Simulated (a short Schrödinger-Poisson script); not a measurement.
System: MOS inversion layer, SiO2 on p-type Si(110), at 300 K.

From the gate side: 2.8 nm SiO2; 550 nm Si, acceptors 6e17 cm⁻³.

Constants are typed, rounded textbook-type inputs, not results; the design itself was drawn at random and stands for no fabricated device. SiO2: permittivity 3.9, conduction-band edge (eV) 3.15, gap (eV) 9, electron mass (mₑ) 0.5. Si: permittivity 11.7, conduction-band edge (eV) 0, gap (eV) 1.124, Nv at 300 K (cm⁻³) 3.1e19.

Channel valleys (confinement mass, in-plane density-of-states mass, number): Δ4 0.315, 0.324, 4; Δ2 0.19, 0.417, 2. At the gate the conduction-band edge of layer 1 lies 3.55 eV − eVg above the Fermi level of the channel; the field vanishes at the back. Gaps are held at their typed values at every temperature. Mesh 0.03 nm at interfaces.

Solved with a short Schrödinger-Poisson script written for these runs: 1D Poisson equation in equilibrium, electrons quantum, Hartree (BenDaniel-Duke, 12 states a valley, the channel's in-plane mass for all, wave functions free to enter the dielectric), parabolic valleys, classical holes, full ionisation, no traps, pinning or gate leakage.

```tsv
Vg (V)	electrons (cm⁻²)	C (μF/cm²)	Δ4 E0 (meV from the Fermi level)	Δ2 E0 (meV from the Fermi level)
0.7	1.74e10	0.259	180.6	199.0
0.8	1.81e11	0.587	119.7	138.6
0.9	5.94e11	0.827	88.5	108.1
1	1.13e12	0.923	71.5	91.7
1.1	1.71e12	0.970	60.2	81.0
1.2	2.32e12	0.998	51.7	73.2
1.3	2.94e12	1.02	45.0	67.1
1.4	3.58e12	1.03	39.3	62.0
1.5	4.23e12	1.04	34.5	57.7
1.6	4.88e12	1.05	30.2	54.0
1.7	5.54e12	1.06	26.4	50.7
1.8	6.21e12	1.07	22.9	47.7
1.9	6.87e12	1.07	19.7	45.0
2	7.55e12	1.08	16.7	42.5
2.1	8.22e12	1.08	13.9	40.1
2.2	8.90e12	1.09	11.3	38.0
```

Gate voltages with under 1e9 electrons/cm² are left out.

### Question
At Vg = 2.2 V the lowest Δ4 subband lies at 11.3 meV from the Fermi level. How many electrons does it hold, and what share of all?

### Answer
The two-dimensional density of states is g m/(πħ²) = 5.41e11 cm⁻² meV⁻¹ (both spins), kT = 25.9 meV, so n = D kT ln(1 + exp(−E/kT)) = 6.98e12 cm⁻², 0.78 of the 8.90e12 cm⁻² in all.

### Question
Compare the slope of the sheet density between 2 and 2.2 V with the geometric capacitance of the layers between gate and channel.

### Answer
q Δn/ΔV = 1.08 μF/cm²; ε0/Σ(t/ε) = 1.23 μF/cm². The ratio is 0.88: the channel acts as a further capacitance in series.
